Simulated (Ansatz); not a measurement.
## Element substitutions in SrTiO3

The parent structure is SrTiO₃ in the cubic perovskite structure (space group Pm-3m, No. 221; a = 3.8914 Å).

Each row replaces one element on all its sites; cell and atoms are relaxed.

Method: PBEsol/PAW in Ansatz (an electronic-structure program), scalar-relativistic without spin-orbit coupling, earlier PAW set.

```csv
case,band gap,shortest interatomic distance
base,1.86 eV,194.6 pm
Ti → Sc,zero,[?]
Ti → Be,zero,183.6 pm
Ti → Zr,3.31 eV,206.5 pm
```

Q: Complete the table.

A: 
- Ti → Sc, shortest interatomic distance: 203.9 pm

The magnetic state is the one reached from the starting moments; the real material's order can differ, and small cells can't hold many antiferromagnetic ones. Whether these cells are dynamically stable was not tested. For SrScO3 and SrBeO3 in this form, whether it has been made was not checked. Spin-polarised in the final run: SrScO3 and SrBeO3; the other runs are not. Many cubic perovskites are stable only at high temperature; tilts and polar distortions were not tested.
